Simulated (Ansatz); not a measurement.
Ansatz (a first-principles code) run on Ba4As2O (I4mm, 7 atoms in the cell): self-consistent single point

Method of the run: PBEsol, default PAW files made with PBE (plane waves; Ansatz).

Input as run:

Ansatz 0.2 input:
```yaml
crystal:
  lattice:
    - [-2.593267, 2.593267, 8.676093]
    - [2.593267, -2.593267, 8.676093]
    - [2.593267, 2.593267, -8.676093]
  atoms:
    - { symbol: Ba, position: [0.678271, 0.678271, 0.000000] }
    - { symbol: Ba, position: [0.324610, 0.324610, 0.000000] }
    - { symbol: Ba, position: [0.500000, 0.000000, 0.500000] }
    - { symbol: Ba, position: [0.000000, 0.500000, 0.500000] }
    - { symbol: As, position: [0.864380, 0.864380, 0.000000] }
    - { symbol: As, position: [0.135620, 0.135620, 0.000000] }
    - { symbol: O, position: [0.500000, 0.500000, 0.000000] }
basis:
  ecutwfc: 420.0
kpoints:
  mp_grid: { grid: [3, 3, 3] }
hamiltonian:
  xc: pbesol
  pseudopotentials: { kind: paw }
scf:
  occupations: { method: fixed }
output:
  forces: true
  eigenvalues: true
  stress: true
```

Log, with long lists cut:

```
WARN ansatz: RAYON_NUM_THREADS=1 ignored (pool sized by the plan → 1); use --threads N
basis.fft_grid_basis auto: the FFT boxes are laid along the combinations [[1, 0, 1], [0, 1, 1], [0, 0, 1]] of the cell's own vectors, 5.187, 5.187 and 9.419 Å …
Pseudopotentials: kind: paw
Pseudopotential: Ba, paw, valence charge 10
Pseudopotential: As, paw, valence charge 15
Pseudopotential: O, paw, valence charge 6
Crystal: 7 atoms, lattice volume = 233.388 Å³
Basis set: ecut = 420 eV, 4541 PW (Γ), FFT grids on a1+a3, a2+a3, a3, exchange–correlation on 72×72×128 points (8 copies of the dense FFT grid, shifted against one another)
Bands: 46, of which v1, the nominal top of the filled ones, is band 38 counted from 1 (37 counted from 0)
Symmetry: 8 space group operations
Space group: I4mm (ITA 107), of the structure as read, at distance tolerance 6.2e-5 Å
k-points: 6 of 27 (time reversal used)
PAW frozen core: Ba, regenerated for the run's functional, and the local potential with it
PAW frozen core: As, regenerated for the run's functional, and the local potential with it
PAW frozen core: O, regenerated for the run's functional, and the local potential with it
Initial density: superposition of atomic densities (neutral atoms: chi_scale 0, normalization atom), corrected by the library's trained network
Initial wavefunctions: pseudopotential atomic-orbital guess
Eigensolver: davidson
Functional: x = pbesol(κ = 0.804, μ = 0.12345679012345678), c = pbesol(β = 0.046)
SCF iter   1: F=—  HF=-33645.541922 eV  |F-HF|=—  |Δ(HF+E_count)|=         —  Δρ=6.05e-3  dr2=9.10e-2  ethr=1.77e-3  ⟨swp⟩=5.3  Hψ=1067  notcnv=0  defer=29
all-band conjugate gradients solve this SCF's bands
preconditioner: auto → Resta (q_TF=auto, 2.263 Å⁻¹)
SCF iter   2: F=—  HF=-33645.528050 eV  |F-HF|=—  |Δ(HF+E_count)|=   1.39e-2  Δρ=3.43e-3  dr2=2.22e-2  ethr=1.20e-4  ⟨swp⟩=2.7  Hψ=485  notcnv=0  defer=36
SCF iter   3: F=—  HF=-33645.523869 eV  |F-HF|=—  |Δ(HF+E_count)|=   4.18e-3  Δρ=7.74e-4  dr2=1.36e-3  ethr=2.92e-5  ⟨swp⟩=2.2  Hψ=413  notcnv=0  defer=36
SCF iter   4: F=—  HF=-33645.524124 eV  |F-HF|=—  |Δ(HF+E_count)|=   2.56e-4  Δρ=2.14e-4  dr2=1.23e-4  ethr=1.78e-6  ⟨swp⟩=2.2  Hψ=347  notcnv=0  defer=37
SCF iter   5: F=—  HF=-33645.524162 eV  |F-HF|=—  |Δ(HF+E_count)|=   3.72e-5  Δρ=3.81e-5  dr2=4.44e-6  ethr=1.62e-7  ⟨swp⟩=2.8  Hψ=504  notcnv=0  defer=27
SCF iter   6: F=—  HF=-33645.524246 eV  |F-HF|=—  |Δ(HF+E_count)|=   8.48e-5  Δρ=9.26e-6  dr2=3.61e-7  ethr=5.84e-9  ⟨swp⟩=2.0  Hψ=504  notcnv=0  defer=23
SCF iter   7: F=-33645.524246 eV  HF=-33645.524246 eV  |F-HF|=4.58e-8  |Δ(HF+E_count)|=   1.48e-8  Δρ=4.01e-6  dr2=7.00e-8  ethr=1.32e-10  ⟨swp⟩=18.0  Hψ=2105  notcnv=0
SCF 1 converged in 7 iterations: F = -33645.524246 eV  dr2 = 7.00e-8
SCF converged after 7 iterations
Free energy (F): -33645.524246 eV
Harris-Foulkes:  -33645.524246 eV  (|F-HF|=4.58e-8)
Internal energy: -33645.524246 eV  (E = F + TS)
E sigma→0 (E₀):  -33645.524246 eV
Fermi energy:    7.748659 eV
--- Per-component energies (eV) ---
  E_band       = -702.547440
  E_kinetic    = 1054.968927
  E_local      = -5978.745875  (includes V_loc(G=0)·N_el)
  E_nonlocal   = -1054.900242
  E_hartree    = 2897.142294
  E_xc         = -898.726348
  E_vxc        = -795.840472  (∫ρ·V_xc dr)
  E_paw        = -24300.571694  (= ΣΔE_a)
  E_vpaw       = 277.698407  (= ΣTr[D̂ρ^β])
  E_aug_tail   = 0.002393  (compensation charges beyond the density's cutoff)
  E_ewald      = -5367.267579
  E_core_change = 2.573878  (= ΣΔE_core)
  E_smearing   = -0.000000  (= −TS)
  E_closure    = -0.000000  (closes the sum)
  Σ components = -33645.524246   (vs F -33645.524246, Δ=0.00e0)
--- Forces (eV/Å), atoms counted from 1 ---
  atom   1  Ba    -0.00000000    -0.00000000    -0.17991460
  atom   2  Ba    -0.00000000    -0.00000000     0.02437509
  atom   3  Ba     0.00000000    -0.00000000     0.06456748
  atom   4  Ba     0.00000000    -0.00000000     0.06456748
  atom   5  As    -0.00000000     0.00000000     0.08547787
  atom   6  As     0.00000000    -0.00000000     0.00647815
  atom   7  O      0.00000000     0.00000000    -0.06554873
  max |Σ_I F_I| component: 2.73e-6 eV/Å
--- Stress (GPa, compression-positive) ---
       -1.970340       0.000000      -0.000000
        0.000000      -1.970340       0.000000
       -0.000000       0.000000      -1.725926
  P = ⅓ Tr σ = -1.8889 GPa (-18.889 kbar)
  The stress holds the Pulay correction. Without it, at fixed plane waves, as pw.x and ABINIT print it: P = -1.9489 GPa
--- Band table (eV; the first three rows and the last of 6) ---
  k-point 0: bands = ["-25.9945", "-25.9937", "-25.9741", "-25.9741", "-25.9704", "-25.9697", "-25.9687", "-25.9519", "-25.9519", "-25.9467", "-20.0774", "-20.0265", "-19.4481", "-19.1367", "-8.9981", "-5.5109", "-5.4033", "-5.4033", "-5.2822", [...]
  k-point 1: bands = ["-25.9945", "-25.9936", "-25.9741", "-25.9741", "-25.9704", "-25.9696", "-25.9686", "-25.9519", "-25.9519", "-25.9467", "-20.0669", "-20.0276", "-19.3239", "-19.2454", "-9.6033", "-5.4470", "-5.4039", "-5.4006", "-5.2643", [...]
  k-point 2: bands = ["-25.9945", "-25.9937", "-25.9741", "-25.9741", "-25.9704", "-25.9696", "-25.9686", "-25.9519", "-25.9519", "-25.9467", "-20.0703", "-20.0287", "-19.3684", "-19.2119", "-9.3031", "-5.5218", "-5.3810", "-5.3008", "-5.2405", [...]
  k-point 5: bands = ["-25.9945", "-25.9937", "-25.9741", "-25.9741", "-25.9704", "-25.9696", "-25.9686", "-25.9519", "-25.9519", "-25.9467", "-20.0696", "-20.0295", "-19.3684", "-19.2119", "-9.3027", "-5.4416", "-5.4050", "-5.3275", "-5.3196", [...]
```

The run converged in 7 iterations.

The starting cell comes from a database of computed structures (which also holds hypothetical and non-ambient phases and stackings), without a prior relaxation at this level. Its lattice was rescaled by up to half a per cent. One atom was moved a little off its site on purpose. Ansatz's pressure includes its estimate of the finite-basis (Pulay) stress.
